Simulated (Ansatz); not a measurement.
Cubic perovskite SrVO₃ was calculated with r²SCAN+U in Ansatz (PAW).

Settings: plane-wave cutoff 600 eV, 18×18×18 k mesh, Fermi–Dirac smearing 0.04 eV (set by the program), U_eff V 3.25 eV, no spin polarisation, scalar-relativistic PAW data made under PBE.

Computed at the level's own relaxed cell.

```
CELL_PARAMETERS angstrom
      3.83379     0.00000     0.00000
      0.00000     3.83379     0.00000
      0.00000     0.00000     3.83379
ATOMIC_POSITIONS crystal
  Sr 0.00000 0.00000 0.00000
  V  0.50000 0.50000 0.50000
  O  0.50000 0.00000 0.50000
  O  0.00000 0.50000 0.50000
  O  0.50000 0.50000 0.00000
```

**Question.** Give the elastic tensor (Voigt notation, GPa, ions relaxed, in the Cartesian axes of the cell as printed).

**Answer.** 
```
  310.4   144.9   144.9     0.0     0.0     0.0
  144.9   310.4   144.9     0.0     0.0     0.0
  144.9   144.9   310.4     0.0     0.0     0.0
    0.0     0.0     0.0   105.5     0.0     0.0
    0.0     0.0     0.0     0.0   105.5     0.0
    0.0     0.0     0.0     0.0     0.0   105.5
```

Note: the run warned that the count of filled bands differs between k points.

Static lattice: no zero-point or thermal effects.

Ansatz is a first-principles code.
